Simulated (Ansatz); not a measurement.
Strongest site found for several adsorbates on fcc Cu (111).

Level of theory: PBE (plane waves to 420 eV, PAW; Ansatz, a quantum-chemistry and plane-wave program).

Counted are starts at which the adsorbate stayed whole and on top. Thin slabs; no dispersion, zero-point or thermal terms; negative values mean binding.

| adsorbate, area an adsorbate | reference | bonded to | E_ads (eV) | shortest bond to the host (Å) |
|---|---|---|---|---|
| N, 6 Å² | ½ N2(g) | 3 Cu | 3.08 | 1.90 |
| H, 23 Å² | ½ H2(g) | 3 Cu | -0.14 | 1.74 |
| H, 11 Å² | ½ H2(g) | 3 Cu | -0.14 | ? |
| F, 11 Å² | ½ F2(g) | 3 Cu | -2.52 | 1.97 |
| C, 11 Å² | an atom of graphite | 3 Cu | 3.56 | 1.85 |
| H, 6 Å² | ½ H2(g) | 3 Cu | -0.10 | 1.70 |
| Cl, 6 Å² | ½ Cl2(g) | Cu | ? | 2.37 |
| Cl, 23 Å² | ½ Cl2(g) | 3 Cu | -1.74 | 2.39 |
| N, 11 Å² | ½ N2(g) | 3 Cu | ? | 1.82 |

### Question
Complete the blanks.

### Answer

- H, 11 Å², shortest bond to the host (Å): 1.71
- Cl, 6 Å², E_ads (eV): 0.49
- N, 11 Å², E_ads (eV): 2.08
